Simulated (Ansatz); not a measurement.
## Effect of uniaxial strain ε_zz = −0.50 % on BN

Consider BN in the zinc blende structure (space group F-43m, No. 216; a = 3.606 Å). Axes: x, y, z lie along the cube axes.

Modification: uniaxial strain ε_zz = −0.50 %, all other strain components held at zero, atoms relaxed at fixed cell.

Level of theory: PBEsol (Ansatz, a first-principles code, PAW, no spin-orbit coupling). k-mesh 16×16×16 (Γ-centred); smearing 0.05 eV (Fermi–Dirac).

- Volume per atom: 5.83 Å³ (base 5.86 Å³)
- Shortest interatomic distance: 1.559 Å (base 1.561 Å)
- Energy relative to the base (free energy F): +0.4 meV/atom
- Pressure (mean of the normal stresses, compression positive): 19.5 kbar (base 0.0 kbar)
- Band gap: 4.21 eV (base 4.30 eV)
- Gap character: indirect, Γ → M
- Electron mass: 0.88 mₑ along k, 0.30 mₑ across (at X) (base 0.89 mₑ along k, 0.29 mₑ across (at X))
- Valence-band top at Γ (three highest levels, from the VBM): 0.00, -0.05, -0.05 eV (base 0.00, 0.00, 0.00 eV)
- Valley order (the lowest conduction-band minima on the path, energy above the VBM, named in the base's zone): X along [001] 4.21 eV; X along [100] 4.30 eV (base X along ⟨100⟩ 4.30 eV)
- Stress (xx, yy, zz, yz, xz, xy; compression positive): (0.93, 0.93, 3.98, 0.00, 0.00, 0.00) GPa

Cost of the whole job for the changed cell (relaxation, final SCF and bands): around 9 core-seconds (rough).

Masses are band curvatures over ±0.01 Å⁻¹ around the edge. Along k means along the line from Γ to the band edge. Whether these cells are dynamically stable was not tested. k-point labels follow each cell's own Brillouin zone.
